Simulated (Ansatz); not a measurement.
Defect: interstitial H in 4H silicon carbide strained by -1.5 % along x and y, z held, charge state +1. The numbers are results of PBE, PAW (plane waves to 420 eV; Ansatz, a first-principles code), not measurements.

Settings: 72 host sites, the strained lattice (strain from the relaxed PBE one, atoms relaxed), a 2×2×2 k-point mesh shifted by half a step along c, smearing 0.01 eV, spin-restricted, no image-charge correction. Energies are static. The charge state is imposed; whether it is stable for some Fermi level was not computed. Sites that were not tried may lie lower.

A. one H atom jumps by itself; the atom moves 1.89 Å along (-0.20, -0.42, 0.15) of the unit cell; the moving atom starts with neighbours C at 1.12, C at 2.13, C at 2.20; Si at 1.91, Si at 1.97, Si at 2.04 Å and ends with C at 1.13, C at 2.19; 2 Si at 1.94, Si at 1.96 Å; saddle order not checked, on a symmetry element.
B. one H atom jumps by itself; the atom moves 1.24 Å along (-0.41, 0.00, 0.00) of the unit cell; the moving atom starts with neighbours C at 1.12, C at 2.08; Si at 1.82, Si at 2.02, Si at 2.08 Å and ends with C at 1.12, C at 2.08; Si at 1.82, Si at 2.02, Si at 2.08 Å; saddle order not checked, on a symmetry element.
C. one H atom jumps by itself; the atom moves 1.72 Å along (0.00, -0.56, 0.00) of the unit cell; the moving atom starts with neighbours C at 1.12, C at 2.08; Si at 1.82, Si at 2.02, Si at 2.08 Å and ends with C at 1.12, C at 2.08; Si at 1.82, Si at 2.02, Si at 2.08 Å; saddle order not checked, on a symmetry element.

A band can be held on a symmetry element, so unchecked saddle points there may be too high.

Task: Order them by forward barrier (lowest first) at the level PBE, PAW.

Result: C (0.13 eV), A (0.23 eV), B (0.50 eV)
